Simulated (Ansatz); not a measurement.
The starting structures come from a database of crystals and need not be the phases stable at ambient conditions.

 Where the default PAW files enter, the runs use the earlier of Ansatz's two default sets.

**Evanescent states of KAgF4 (I4/mcm, not sure to be the ambient phase, 12 atoms a cell, 16.3 Å³ an atom) along the normal of (001)**

All values below come from PBEsol (plane waves, PAW; Ansatz, a first-principles code).

The gap is the functional's own. No spin-orbit coupling. Mid-gap values are interpolated on the energy grid.

Energies count from the valence-band top; κ is the least over a 6×6 mesh across the current.

```json
[
 {"E (eV)": "0.05", "κ (1/Å)": "0.276", "where": "Γ"},
 {"E (eV)": "0.15", "κ (1/Å)": "0.427", "where": "off Γ"},
 {"E (eV)": "0.25", "κ (1/Å)": "0.499", "where": "off Γ"},
 {"E (eV)": "0.35", "κ (1/Å)": "0.558", "where": "off Γ"},
 {"E (eV)": "0.45", "κ (1/Å)": "0.558", "where": "off Γ"},
 {"E (eV)": "0.55", "κ (1/Å)": "0.544", "where": "off Γ"},
 {"E (eV)": "0.65", "κ (1/Å)": "0.529", "where": "off Γ"},
 {"E (eV)": "0.75", "κ (1/Å)": "0.514", "where": "off Γ"},
 {"E (eV)": "0.85", "κ (1/Å)": "0.498", "where": "off Γ"},
 {"E (eV)": "0.95", "κ (1/Å)": "0.480", "where": "off Γ"},
 {"E (eV)": "1.05", "κ (1/Å)": "0.461", "where": "off Γ"},
 {"E (eV)": "1.15", "κ (1/Å)": "0.440", "where": "off Γ"},
 {"E (eV)": "1.25", "κ (1/Å)": "0.415", "where": "off Γ"},
 {"E (eV)": "1.35", "κ (1/Å)": "0.386", "where": "off Γ"},
 {"E (eV)": "1.45", "κ (1/Å)": "0.351", "where": "off Γ"},
 {"E (eV)": "1.55", "κ (1/Å)": "0.306", "where": "off Γ"},
 {"E (eV)": "1.65", "κ (1/Å)": "0.244", "where": "off Γ"},
 {"E (eV)": "1.75", "κ (1/Å)": "0.135", "where": "off Γ"}
]
```

Problem. How thick must the barrier be to attenuate the transmission by 10^8 when the electrodes' Fermi level lies at 0.15 eV, and what attenuation does that film give at 0.45 eV?

Solution. d = 8 ln 10 / (2 × 0.427) = 21.6 Å. At 0.45 eV it gives 8 × 0.558/0.427 = 10.5 decades.
